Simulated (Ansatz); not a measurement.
Ansatz (a program for electronic structure) run on Cs₃Bi (I4mm, 4 atoms in the cell): self-consistent single point.

Computed with PBEsol, default PAW files made with PBE (plane waves; Ansatz).

The change in words: lattice scaled by 0.98; kpoints.mp_grid.grid: 5 5 5 → 3 3 3. Reference geometry:
```
CELL_PARAMETERS angstrom
      0.00000     4.67311     4.67311
      4.67311     0.00000     4.67311
      4.67311     4.67311     0.00000
ATOMIC_POSITIONS crystal
  Cs 0.25000 0.25000 0.25000
  Cs 0.75000 0.75000 0.75000
  Cs 0.50535 0.50535 0.49465
  Bi 0.00000 0.00000 0.00000
```

Reference input (self-consistent single point, DFT, PBEsol, plane waves, default PAW files made with PBE): basis.ecutwfc = 420 eV; kpoints.mp_grid.grid = 5 5 5; hamiltonian.xc = pbesol; hamiltonian.pseudopotentials = {kind: paw} (the program's default PAW files); scf.occupations.method = gaussian; scf.occupations.width = 0.272 eV. This run's input differs from it in these lines:

Ansatz 0.2 input:
```diff
@@ -3,5 +3,5 @@
   lattice:
-    - [0.000000, 4.673112, 4.673112]
-    - [4.673112, 0.000000, 4.673112]
-    - [4.673112, 4.673112, 0.000000]
+    - [0.000000, 4.579650, 4.579650]
+    - [4.579650, 0.000000, 4.579650]
+    - [4.579650, 4.579650, 0.000000]
   atoms:
@@ -15,3 +15,3 @@
   mp_grid:
-    grid: [5, 5, 5]
+    grid: [3, 3, 3]
 hamiltonian:
```

The program printed (abridged):

```
SCF iter   1: F=—  HF=-29000.869174 eV  |F-HF|=—  |Δ(HF+E_count)|=         —  Δρ=1.16e-3  dr2=2.68e-3  ethr=1.77e-3  ⟨swp⟩=9.0  Hψ=779  notcnv=0
all-band conjugate gradients solve this SCF's bands
preconditioner: auto → Resta (q_TF=auto, 2.118 Å⁻¹)
SCF iter   2: F=—  HF=-29000.869941 eV  |F-HF|=—  |Δ(HF+E_count)|=   7.67e-4  Δρ=6.21e-4  dr2=6.90e-4  ethr=6.39e-6  ⟨swp⟩=2.5  Hψ=325  notcnv=0
SCF iter   3: F=—  HF=-29000.869991 eV  |F-HF|=—  |Δ(HF+E_count)|=   4.96e-5  Δρ=1.35e-4  dr2=6.24e-5  ethr=1.64e-6  ⟨swp⟩=2.7  Hψ=279  notcnv=0
SCF iter   4: F=—  HF=-29000.870051 eV  |F-HF|=—  |Δ(HF+E_count)|=   6.01e-5  Δρ=4.17e-5  dr2=3.32e-6  ethr=1.49e-7  ⟨swp⟩=3.0  Hψ=282  notcnv=0
SCF iter   5: F=—  HF=-29000.870054 eV  |F-HF|=—  |Δ(HF+E_count)|=   3.28e-6  Δρ=1.16e-5  dr2=3.01e-7  ethr=7.91e-9  ⟨swp⟩=2.7  Hψ=265  notcnv=0
SCF iter   6: F=-29000.870054 eV  HF=-29000.870054 eV  |F-HF|=9.27e-9  |Δ(HF+E_count)|=   2.84e-7  Δρ=2.17e-6  dr2=2.35e-8  ethr=2.38e-10  ⟨swp⟩=9.5  Hψ=858  notcnv=0
SCF 1 converged in 6 iterations: F = -29000.870054 eV  dr2 = 2.35e-8
Free energy (F): -29000.870054 eV
Internal energy: -29000.857559 eV  (E = F + TS)
E sigma→0 (E₀):  -29000.863807 eV
Entropy (-TS):   -0.012495 eV (-3.124 meV/atom)
Fermi energy:    6.790902 eV
--- Forces (eV/Å), atoms counted from 1 ---
  atom   1  Cs    -0.00000000    -0.00000000     0.02286594
  atom   2  Cs     0.00000000     0.00000000     0.02286594
  atom   3  Cs    -0.00000000     0.00000000    -0.03510434
  atom   4  Bi     0.00000000     0.00000000    -0.01063143
--- Stress (GPa, compression-positive) ---
        0.097014       0.000000       0.000000
        0.000000       0.097014       0.000000
        0.000000       0.000000       0.095934
  P = ⅓ Tr σ = 0.0967 GPa (0.967 kbar)
  The stress holds the Pulay correction. Without it, at fixed plane waves, as pw.x and ABINIT print it: P = 0.0925 GPa
```

The run converged in 6 iterations. Against the reference run the free energy goes down by 3.3 meV/atom, the pressure goes from -0.47 to 0.10 GPa and the largest force goes from 0.029 to 0.035 eV/Å.

The starting cell comes from a database of computed structures (which also holds hypothetical and non-ambient phases and stackings), without a prior relaxation at this level. Its lattice was rescaled by up to half a per cent. One atom was moved a little off its site on purpose. For this run, on top of that: lattice scaled by 0.98. Ansatz's pressure includes its estimate of the finite-basis (Pulay) stress.
